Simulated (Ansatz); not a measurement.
The parent structure is AlAs in the zinc blende structure (space group F-43m, No. 216).

```
AlAs
1.0
    0.00000     2.86406     2.86406
    2.86406     0.00000     2.86406
    2.86406     2.86406     0.00000
As Al
1 1
Direct
  0.75000   0.75000   0.75000
  0.00000   0.00000   0.00000
```

Level of theory: PBE/PAW in Ansatz (an electronic-structure program), no spin-orbit coupling, earlier PAW set.

For the base:

```
Quantity                                Result
-----------------------------  ---------------
Gap character                  indirect, Γ → X
Band gap                               1.50 eV
Shortest interatomic distance       4.687 bohr
Density                             3.60 g/cm³
```

Modification: Ga takes the place of Al on all its sites, then cell and atoms are relaxed.

Task: Predict the new gap character, band gap, shortest interatomic distance and density.

Result: The gap character goes from indirect, Γ → X to direct at Γ; the band gap drops by 1.34 eV to 0.16 eV; the shortest interatomic distance rises by 0.015 bohr (4.687 bohr → 4.702 bohr); the density increases by 1.46 g/cm³ (3.60 g/cm³ → 5.06 g/cm³).

Whether these cells are dynamically stable was not tested. A zero or small gap of GaAs can be the functional's error rather than a property of the material.
